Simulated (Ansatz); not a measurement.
Structures of equal composition on the (111) surface of germanium (Ge plane on top): (√3x√3)R30° Ag adatom at H3; (√3x√3)R30° Ag adatom at T4. The slabs share one bottom face, and each structure is named by its start. These are constructed structures in small cells; real faces may alloy, dewet or reconstruct in larger ones, and not all known structures of the face are among them. Slabs of about 13 Å, Fermi-Dirac smearing of 0.025 eV. Bottom of the slabs: H caps. Relaxed from the named starts with such symmetry as they have, on meshes of like density; energies extrapolated to zero smearing; spin only where a row says so; no spin-orbit coupling, no U. Brackets mark spin-polarised runs, whose order is one that fits the cell. Where a second, spin-polarised start was run, the lower counts.

All values below come from PBE (plane waves to 420 eV, PAW; Ansatz, a first-principles code).

Question: Rank these by energy per 1x1 cell (lowest first), as PBE gives it.

Answer: (√3x√3)R30° Ag adatom at H3 (0.000 eV, no gap on the mesh), (√3x√3)R30° Ag adatom at T4 (0.020 eV, no gap on the mesh)
